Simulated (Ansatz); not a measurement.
## One base run on TcS2 (P-1, 12 atoms in the cell) and variants with one or two settings moved

```
CELL_PARAMETERS angstrom
      6.43175     0.00000     0.00000
      3.16297     5.72199     0.00000
      1.58490     2.42950     6.38262
ATOMIC_POSITIONS crystal
  Tc 0.51125 0.28636 0.50192
  Tc 0.48875 0.71364 0.49808
  Tc 0.93757 0.30945 0.50745
  Tc 0.06243 0.69055 0.49255
  S  0.32441 0.17400 0.31370
  S  0.67559 0.82600 0.68630
  S  0.85965 0.15778 0.28927
  S  0.14035 0.84222 0.71073
  S  0.36386 0.67545 0.23011
  S  0.63614 0.32455 0.76989
  S  0.82810 0.70401 0.25637
  S  0.17190 0.29599 0.74363
```

Base run A: Ansatz (a program for electronic structure) with HSE06, default PAW files made with PBE, self-consistent single point.

Its settings: basis.ecutwfc = 500 eV; kpoints.mp_grid.grid = 2 2 2; hamiltonian.xc = hse06; hamiltonian.pseudopotentials = {kind: paw} (the program's default PAW files); scf.occupations.method = fixed.

The starting cell comes from a database of computed structures (which also holds hypothetical and non-ambient phases and stackings), without a prior relaxation at this level. Its lattice was rescaled by a random factor within 2.5 % of one. In the base run, with a pressure of about -6 GPa the cell is away from its equilibrium volume at this level. Ansatz's pressure includes its estimate of the finite-basis (Pulay) stress.

ΔF is the free energy per atom less that of run A. A dash stands where there is no value to compare (another energy zero or no entropy term, no result, no spin, no clean gap, or a mesh too coarse for one). Total energies depend on the potentials, the functional and any Hubbard or dispersion term, so they are compared only between runs that share all of them.

Runs D sample the zone with one or two k-points, far too few for so small a cell.

Run A gave: pressure (GPa) -6.37; largest force (eV/Å) 0.863; gap on the mesh (eV) 1.796; k-points 8.

Runs:
- B: hamiltonian.xc: hse06 → pbesol [PBEsol]
- C: hamiltonian.xc: hse06 → pbe0 [PBE0]
- D: kpoints.mp_grid.grid: 2 2 2 → 1 1 1
- E: kpoints.mp_grid.grid: 2 2 2 → 3 3 2; kpoints.mp_grid.shift: default → 0.5 0.5 0.5
- F: scf.convergence.dr2_threshold: default (1e-07 eV) → 1e-12 eV
- G: scf.mixing.algorithm: default (the program chose MSR1) → anderson; scf.mixing.beta: default → 0.3
- H: scf.self_checks: default → high
- I: scf.mixing.preconditioner: default (the program chose none) → local_kerker

Task: What does run B change against A?

Result: The pressure goes from -6.37 to -5.62 GPa, the largest force goes from 0.863 to 0.498 eV/Å and the gap on the mesh goes from 1.796 to 1.178 eV.

Task: What does run C change against A?

Result: The pressure moves little (-6.37 to -6.43 GPa), the largest force moves little (0.863 to 0.866 eV/Å) and the gap on the mesh goes from 1.796 to 2.500 eV.

| run | ΔF (meV/atom) | pressure (GPa) | largest force (eV/Å) | gap on the mesh (eV) | k-points |
|---|---|---|---|---|---|
| A | 0.00 | -6.37 | 0.863 | 1.796 | 8 |
| B | – | -5.62 | 0.498 | 1.178 | 8 |
| C | – | -6.43 | 0.866 | 2.500 | 8 |
| D | 203.3 | -5.26 | 2.204 | 2.124 | 1 |
| E | -7.0 | -6.44 | 0.931 | 1.742 | 9 |
| F | 0.00 | -6.37 | 0.864 | 1.796 | 8 |
| G | 0.00 | -6.37 | 0.864 | 1.796 | 8 |
| H | 0.00 | -6.37 | 0.863 | 1.796 | 8 |
| I | 0.00 | -6.37 | 0.864 | 1.796 | 8 |

Keys are those of Ansatz 0.2.
